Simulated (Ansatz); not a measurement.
Take BeS in the zinc blende structure (space group F-43m, No. 216) as the base.

```
BeS
1.0
    0.00000     2.39818     2.39818
    2.39818     0.00000     2.39818
    2.39818     2.39818     0.00000
Be S
1 1
Direct
  0.00000   0.00000   0.00000
  0.25000   0.25000   0.25000
```

Calculations: LDA/PAW in Ansatz (a quantum-chemistry and plane-wave program), no SOC.

Base values:

The pressure is 0.00 GPa and the gap character comes out as indirect, Γ → X.

It is then changed as follows: the cell is scaled by 1.0150 in all directions; the atoms relax in the strained cell.

Task: How does this affect the energy relative to the base, pressure and gap character?

Result: The energy rises by 8.6 meV/atom; the pressure goes from zero to -4.20 GPa; the gap character remains indirect, Γ → X.

No phonon test of stability was made.
